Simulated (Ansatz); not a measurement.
In2O3 (model structure, started from the Nb2Se3 type, P3m1, No. 156, 5 atoms in the cell): band gap by level of theory

No measured value is used here.

```csv
level (code),value (eV),cell (Å³/atom)
LDA (Ansatz),0.17,13.14
PBEsol+SOC (Ansatz),0.21 (indirect),14.01
r²SCAN+SOC (Ansatz),0.60 (indirect),14.01
r²SCAN+rVV10 (Ansatz),0.56,13.47
```

Computed values are for a static lattice. Spin–orbit coupling is included only where a level's name says +SOC; with heavier elements it mostly lowers gaps and can invert bands.  PBEsol+SOC, r²SCAN+SOC: the gap is read on the k mesh or supercell of the run alone and can be too large. Values are at the level's own equilibrium cell; PBEsol+SOC at the PBE-D3(BJ) cell; r²SCAN+SOC at the PBE-D3(BJ) cell. Cutoffs and k meshes differ between the levels. Ansatz's density-functional and Hartree–Fock values are scalar-relativistic unless marked +SOC, with PAW data made under PBE.

A model structure was made by putting elements into a prototype or built by hand; it is no filed structure, need not be a known phase, and can be a saddle point held by its symmetry.

Ansatz is a first-principles code.
